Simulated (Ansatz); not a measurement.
A zone-centre phonon calculation of K (P-1, 2 atoms in the cell) with Ansatz (a quantum-chemistry and plane-wave program).

Method of the run: LDA (PW92), default PAW files made with PBE (plane waves; Ansatz).

```
K
1.0
    4.40118     0.00000     0.00000
   -0.00150     4.40579     0.00000
   -2.13930    -2.18074     7.98609
K
2
Cartesian
  0.01643   1.09887   5.99468
  2.24396   1.12618   1.99141
```

Reference input (self-consistent single point, DFT, LDA (PW92), plane waves, default PAW files made with PBE): basis.ecutwfc = 420 eV; kpoints.mp_grid.grid = 8 8 4; hamiltonian.xc = lda; hamiltonian.pseudopotentials = {kind: paw} (the program's default PAW files); scf.occupations.method = gaussian; scf.occupations.width = 0.1 eV. This run's input differs from it in these lines:

Ansatz 0.2 input:
```diff
@@ -9,3 +9,3 @@
 basis:
-  ecutwfc: 420.0 eV
+  ecutwfc: 295.0 eV
 kpoints:
@@ -21,6 +21,4 @@
     width: 0.1 eV
-output:
-  forces: true
-  eigenvalues: true
-  stress: true
+phonons:
+  method: dfpt
```

Output (repeated stretches shortened):

```
SCF iter   1: F=—  HF=-2992.294793 eV  |F-HF|=—  |Δ(HF+E_count)|=         —  Δρ=1.94e-3  dr2=3.36e-3  ethr=1.77e-3  ⟨swp⟩=6.0  Hψ=11375  notcnv=0
all-band conjugate gradients solve this SCF's bands
preconditioner: auto → Kerker (q_TF=auto, 1.906 Å⁻¹)
SCF iter   2: F=—  HF=-2992.294458 eV  |F-HF|=—  |Δ(HF+E_count)|=   3.35e-4  Δρ=1.06e-3  dr2=1.04e-3  ethr=1.86e-5  ⟨swp⟩=2.0  Hψ=3525  notcnv=0  defer=1
   [... lines left out ...]
SCF iter   7: F=—  HF=-2992.294696 eV  |F-HF|=—  |Δ(HF+E_count)|=   1.94e-8  Δρ=1.67e-6  dr2=6.22e-9  ethr=2.32e-10  ⟨swp⟩=2.5  Hψ=2706  notcnv=0  defer=1
SCF iter   8: F=—  HF=-2992.294696 eV  |F-HF|=—  |Δ(HF+E_count)|=   2.89e-9  Δρ=5.12e-7  dr2=5.78e-10  ethr=3.46e-11  ⟨swp⟩=2.8  Hψ=2682  notcnv=0  defer=1
SCF iter   9: F=—  HF=-2992.294696 eV  |F-HF|=—  |Δ(HF+E_count)|=  3.04e-10  Δρ=1.16e-7  dr2=4.41e-11  ethr=3.21e-12  ⟨swp⟩=1.8  Hψ=1880  notcnv=0  defer=1
SCF iter  10: F=-2992.294696 eV  HF=-2992.294696 eV  |F-HF|=2.73e-12  |Δ(HF+E_count)|=  3.46e-11  Δρ=3.08e-8  dr2=2.62e-12  ethr=1.00e-12  ⟨swp⟩=5.5  Hψ=6572  notcnv=0
SCF 1 converged in 10 iterations: F = -2992.294696 eV  dr2 = 2.62e-12
DFPT response loops at Γ: preconditioner auto → Kerker (q_TF=auto, 1.906 Å⁻¹) (partly filled bands, converged f_vac=0.000) …
Free energy (F): -2992.294696 eV
Internal energy: -2992.286267 eV  (E = F + TS)
E sigma→0 (E₀):  -2992.290481 eV
Entropy (-TS):   -0.008429 eV (-4.215 meV/atom)
Fermi energy:    1.431547 eV
--- Phonons (Γ-DFPT): 3 representative perturbations + reference, on 132 of 256 k-points (Σ response iterations 9) ---
  k mesh reduced under 1 symmetry operation, with k and −k counted as one. Each operation leaves every solved perturbation unchanged …
  ASR residual: 2.590e-5 → 0.000e0 eV/Å²; symmetrization residual: 7.580e-7 eV/Å²
  ASR residual per site (eV/Å²): 2.59e-5 2.59e-5
  Γ frequencies (cm⁻¹): 0.00 0.00 0.00 13.99 15.48 67.40
  non-analytic LO–TO correction: not included (Born effective charges unavailable; polar crystals: no LO–TO splitting at Γ)
```

The run converged in 10 iterations. 

Summary of the result:
Free energy E − TS (on the zero of these files): -2992.2947 eV
Fermi level (on the code's own zero): 1.43 eV
Zone-centre frequencies (cm⁻¹; negative means imaginary): 0, 0, 0, 14, 15, 67

The starting cell comes from a database of computed structures (which also holds hypothetical and non-ambient phases and stackings), without a prior relaxation at this level. Its lattice was rescaled by up to half a per cent. The cutoff lies below the one recommended for these files.
